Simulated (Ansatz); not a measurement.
## NH3 on the 1x1 (110) surface of zinc-blende GaAs (cut with top plane As + Ga), one in a 2x1 cell, started at the site 'top Ga'

Host crystal: zinc-blende GaAs, with a band gap (PBE, scalar-relativistic without spin-orbit coupling).

Calculation: r2SCAN, at the PBE geometry (plane waves to 500 eV, PAW; Ansatz, a first-principles code).

Model: 24-atom slab, 8.6 Å thick at the start under the adsorbate (thin: gaps and levels are the slab's own), 3x4x1 mesh, Fermi-Dirac 0.01 eV, dipole correction, single point; no symmetry held, on the structure that PBE left; no spin, no spin-orbit, no U, no dispersion correction. At the end it is bonded to Ga. In PBE it is, or lies within 0.03 eV of, the lowest of the starts that converged; the order may differ at this level.

```yaml
adsorption energy against NH3(g) at the same level: -1.16 eV
change_of_the_step_from_the_bottom_to_the_top_vacuum_level_against_the_clean_slab: -1.40 eV
height of the binding atom over the mean of the host atoms within 0.3 Å of the top one: 1.158 Å
nearest_host_atoms_of_the_binding_atom: Ga at 2.15 Å, As at 3.45 Å, As at 3.66 Å
note: in the relaxation the adsorbate left its starting site by 1.6 Å
cost: very roughly 3 core-minutes
```

A negative adsorption energy means that the adsorbate is more stable on the surface than in its reference.
